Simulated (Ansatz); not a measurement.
The parent structure is WSi$_{2}$ (space group I4/mmm, No. 139; a = 3.2024 Å, c = 7.8177 Å; relaxed with 0.1 eV smearing). Axes: x, y, z lie along a, b, c of the conventional cell.

Computed with Kohn–Sham DFT with the PBEsol functional, run in Ansatz (a quantum-chemistry and plane-wave program) with PAW and 420 eV plane waves, no spin-orbit coupling.

Strains are applied to the cell and any free atomic positions relax.

One change was made to it. Results:

The energy grows by 17 meV/atom; the pressure (mean of the normal stresses, compression positive) goes from zero to 7.3 GPa.

Problem. What was done to the base?
(A) uniaxial strain ε_xx = +1.00 %
(B) uniaxial strain ε_xx = −2.50 %
(C) uniaxial strain ε_xx = −3.00 %
(D) uniaxial strain ε_xx = +0.50 %

Solution. C, uniaxial strain ε_xx = −3.00 %. For comparison, the energy relative to the base in the other runs: uniaxial strain ε_xx = +0.50 % gives +0.5 meV/atom; uniaxial strain ε_xx = +1.00 % gives +1.8 meV/atom; uniaxial strain ε_xx = −2.50 % gives +12 meV/atom.

Whether these cells are dynamically stable was not tested. The final runs are not spin-polarised.
